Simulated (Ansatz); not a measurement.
The starting structures come from a database of crystals and need not be the phases stable at ambient conditions.

 Where the default PAW files enter, the runs use the earlier of Ansatz's two default sets.

Crystal: KAuF4 (I4/mcm, not sure to be the ambient phase, 12 atoms a cell, 17.0 Å³ an atom); planes in its conventional cell.

All values below come from PBEsol (plane waves, PAW; Ansatz, a program for electronic structure).

The gap is the functional's own, uncorrected, and κ follows it; spin-orbit coupling is left out. Mid-gap values are interpolated between the computed energies.

| plane | area of the cell (Å²) | mid-gap κ (1/Å) | largest κ in the gap (1/Å) |
|---|---|---|---|
| (101) | 38.5 | 0.57 | 0.61 |
| (001) | 36.1 | … | 0.57 |

Q: The slowest decay depends on the direction. Supply the withheld values.

A: 
- (001), mid-gap κ (1/Å): 0.51
